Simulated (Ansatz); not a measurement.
Output of an Ansatz run (abridged):

```
WARN ansatz: RAYON_NUM_THREADS=1 ignored (pool sized by the plan → 1); use --threads N
Pseudopotentials: kind: paw
Pseudopotential: Ca, paw, valence charge 10
Pseudopotential: H, paw, valence charge 1
Pseudopotential: N, paw, valence charge 5
Crystal: 12 atoms, lattice volume = 302.189 Å³
Basis set: ecut = 420.4159175005146 eV, 5955 PW (Γ)
Bands: 44, of which v1, the nominal top of the filled ones, is band 32 counted from 1 (31 counted from 0)
Symmetry: 4 space group operations
Space group: Aem2 (ITA 39), of the structure as read, at distance tolerance 6.7e-5 Å
k-points: 21 of 64 (time reversal used)
PAW frozen core: Ca, regenerated for the run's functional, and the local potential with it
PAW frozen core: N, regenerated for the run's functional, and the local potential with it
Initial density: superposition of atomic densities (neutral atoms: chi_scale 0, normalization atom), corrected by the library's trained network
Initial wavefunctions: pseudopotential atomic-orbital guess
Eigensolver: davidson
Functional: x = slater, c = lda
SCF iter   1: F=—  HF=-8657.331900 eV  |F-HF|=—  |Δ(HF+E_count)|=         —  Δρ=8.00e-3  dr2=2.37e-1  ethr=1.77e-3  ⟨swp⟩=14.4  Hψ=5905  notcnv=0  defer=7
all-band conjugate gradients solve this SCF's bands
preconditioner: auto → Resta (q_TF=auto, 2.106 Å⁻¹)
SCF iter   2: F=—  HF=-8657.286783 eV  |F-HF|=—  |Δ(HF+E_count)|=   4.51e-2  Δρ=4.95e-3  dr2=5.18e-2  ethr=3.70e-4  ⟨swp⟩=2.7  Hψ=1563  notcnv=0  defer=107
SCF iter   3: F=—  HF=-8657.275406 eV  |F-HF|=—  |Δ(HF+E_count)|=   1.14e-2  Δρ=1.84e-3  dr2=7.81e-3  ethr=8.09e-5  ⟨swp⟩=2.0  Hψ=1257  notcnv=0  defer=107
SCF iter   4: F=—  HF=-8657.273752 eV  |F-HF|=—  |Δ(HF+E_count)|=   1.65e-3  Δρ=6.47e-4  dr2=1.25e-3  ethr=1.22e-5  ⟨swp⟩=2.0  Hψ=1155  notcnv=0  defer=107
SCF iter   5: F=—  HF=-8657.273488 eV  |F-HF|=—  |Δ(HF+E_count)|=   2.64e-4  Δρ=1.63e-4  dr2=6.26e-5  ethr=1.95e-6  ⟨swp⟩=2.0  Hψ=1150  notcnv=0  defer=107
SCF iter   6: F=—  HF=-8657.273217 eV  |F-HF|=—  |Δ(HF+E_count)|=   2.71e-4  Δρ=7.24e-5  dr2=1.08e-5  ethr=9.78e-8  ⟨swp⟩=2.2  Hψ=1286  notcnv=0  defer=107
SCF iter   7: F=—  HF=-8657.273218 eV  |F-HF|=—  |Δ(HF+E_count)|=   6.16e-7  Δρ=1.28e-5  dr2=4.19e-7  ethr=1.69e-8  ⟨swp⟩=2.0  Hψ=1128  notcnv=0  defer=107
SCF iter   8: F=-8657.273218 eV  HF=-8657.273218 eV  |F-HF|=2.67e-10  |Δ(HF+E_count)|=   6.82e-8  Δρ=2.94e-6  dr2=2.03e-8  ethr=1.56e-10  ⟨swp⟩=15.9  Hψ=4960  notcnv=0
SCF 1 converged in 8 iterations: F = -8657.273218 eV  dr2 = 2.03e-8
SCF converged after 8 iterations
Free energy (F): -8657.273218 eV
Harris-Foulkes:  -8657.273218 eV  (|F-HF|=2.67e-10)
Internal energy: -8657.273218 eV  (E = F + TS)
E sigma→0 (E₀):  -8657.273218 eV
Fermi energy:    1.797832 eV
--- Per-component energies (eV) ---
  E_band       = -897.212245
  E_kinetic    = 1685.953434
  E_local      = -31710.628578  (includes V_loc(G=0)·N_el)
  E_nonlocal   = 462.075813
  E_hartree    = 15021.424334
  E_xc         = -815.600701
  E_vxc        = -1032.191725  (∫ρ·V_xc dr)
  E_paw        = -3738.159655  (= ΣΔE_a)
  E_vpaw       = -345.267140  (= ΣTr[D̂ρ^β])
  E_aug_tail   = -0.004788  (compensation charges beyond the density's cutoff)
  E_ewald      = 10436.214084
  E_core_change = 1.452839  (= ΣΔE_core)
  E_smearing   = -0.000000  (= −TS)
  E_closure    = -0.000000  (closes the sum)
  Σ components = -8657.273218   (vs F -8657.273218, Δ=0.00e0)
--- Forces (eV/Å), atoms counted from 1 ---
  atom   1  Ca    -0.36850325    -0.32381278     0.28630653
  atom   2  Ca    -0.09817641    -0.08627000    -0.05593292
  atom   3  Ca    -0.09817641    -0.08627000     0.05593292
  atom   4  Ca    -0.36850325    -0.32381278    -0.28630653
  atom   5  H     -0.23947615    -0.21043352    -0.21977714
  atom   6  H     -0.33474651    -0.29414991     0.01961464
  atom   7  H     -0.33474651    -0.29414991    -0.01961464
  atom   8  H     -0.23947615    -0.21043352     0.21977714
  atom   9  N      0.68480267     0.60175277     0.46995023
  atom  10  N      0.35610544     0.31291852    -0.11918995
  atom  11  N      0.35610544     0.31291852     0.11918995
  atom  12  N      0.68480267     0.60175277    -0.46995023
  max |Σ_I F_I| component: 1.16e-5 eV/Å
--- Stress (GPa, compression-positive) ---
       -3.206244       0.778244       0.000000
        0.778244      -3.408034       0.000000
        0.000000       0.000000      -1.918727
  P = ⅓ Tr σ = -2.8443 GPa (-28.443 kbar)
  The stress holds the Pulay correction. Without it, at fixed plane waves, as pw.x and ABINIT print it: P = -3.0404 GPa
--- Band table (eV; the first three rows and the last of 21) ---
  k-point 0: bands = ["-38.1916", "-38.1915", "-37.6980", "-37.6647", "-19.6006", "-19.5961", "-19.4549", "-19.4534", "-19.3569", "-19.3557", "-19.1029", "-19.0655", "-19.0088", "-18.9705", "-18.9268", "-18.8732", "-13.1075", "-12.8392", "-12.6025", [...]
  k-point 1: bands = ["-38.1900", "-38.1899", "-37.6952", "-37.6644", "-19.6039", "-19.5980", "-19.4714", "-19.4702", "-19.3730", "-19.3711", "-19.1082", "-19.0875", "-19.0157", "-18.9938", "-18.9062", "-18.8843", "-13.0299", "-12.7805", "-12.5441", [...]
  k-point 2: bands = ["-38.1860", "-38.1860", "-37.6877", "-37.6641", "-19.6195", "-19.6132", "-19.5239", "-19.5225", "-19.3870", "-19.3843", "-19.1536", "-19.1531", "-19.0137", "-19.0004", "-18.8979", "-18.8913", "-12.8374", "-12.6431", "-12.3997", [...]
  k-point 20: bands = ["-38.1710", "-38.1710", "-37.6663", "-37.6544", "-19.6641", "-19.6628", "-19.5214", "-19.5199", "-19.4673", "-19.4648", "-19.2648", "-19.1471", "-19.0936", "-19.0202", "-18.9685", "-18.9620", "-12.7337", "-12.7331", [...]
```

The structure:

```xyz
12
Lattice="3.7681 0.0000 0.0000 -3.2836 3.7368 0.0000 0.0000 0.0000 21.4617" Properties=species:S:1:pos:R:3 pbc="T T T"
Ca     0.2645     3.5435     7.0000
Ca     1.9063     1.6751     9.4872
Ca     0.2645     3.5435    11.9745
Ca     1.9063     1.6751    14.4617
H      1.5312     1.3455     7.0000
H     -0.1106     3.2139     9.4872
H      1.5312     1.3455    11.9745
H     -0.1106     3.2139    14.4617
N     -1.4647     2.0240     7.0000
N      0.1771     0.1556     9.4872
N     -1.4647     2.0240    11.9745
N      0.1771     0.1556    14.4617
```

**Question.** What input produced this log?

**Answer.** Other spellings and defaults could give the same log, and not every line can be read from it. The input that was run (DFT, LDA (PW92), plane waves, default PAW files made with PBE):

Ansatz 0.2 input:
```yaml
# CaHN
crystal:
  lattice:
    - [3.76805300, 0.00000000, 0.00000000]
    - [-3.28360000, 3.73678000, 0.00000000]
    - [0.00000000, 0.00000000, 21.46171200]
  atoms:
    - { symbol: Ca, position: [0.89656000, 0.94828000, 0.32616200] }
    - { symbol: Ca, position: [0.89656000, 0.44828000, 0.44205200] }
    - { symbol: Ca, position: [0.89656000, 0.94828000, 0.55794800] }
    - { symbol: Ca, position: [0.89656000, 0.44828000, 0.67383800] }
    - { symbol: H, position: [0.72012000, 0.36006000, 0.32616200] }
    - { symbol: H, position: [0.72012000, 0.86006000, 0.44205200] }
    - { symbol: H, position: [0.72012000, 0.36006000, 0.55794800] }
    - { symbol: H, position: [0.72012000, 0.86006000, 0.67383800] }
    - { symbol: N, position: [0.08330000, 0.54165000, 0.32616200] }
    - { symbol: N, position: [0.08330000, 0.04165000, 0.44205200] }
    - { symbol: N, position: [0.08330000, 0.54165000, 0.55794800] }
    - { symbol: N, position: [0.08330000, 0.04165000, 0.67383800] }
basis:
  ecutwfc: 30.9 Ry
kpoints:
  mp_grid: { grid: [8, 8, 1] }
hamiltonian:
  xc: lda
  pseudopotentials: { kind: paw }
scf:
  occupations: { method: fermi_dirac, width: 0.0037 Ry }
output:
  forces: true
  eigenvalues: true
  stress: true
```

The starting cell comes from a database of computed structures (which also holds hypothetical and non-ambient phases and stackings), without a prior relaxation at this level. The slab is cut from that crystal, and its faces are unrelaxed. Its lattice was rescaled by up to half a per cent. Spin polarisation is off, though cut faces can carry moments; a gap of a slab can lie between surface states. Forces in this geometry exceed 1 eV/Å.

Ansatz is a quantum-chemistry and plane-wave program.
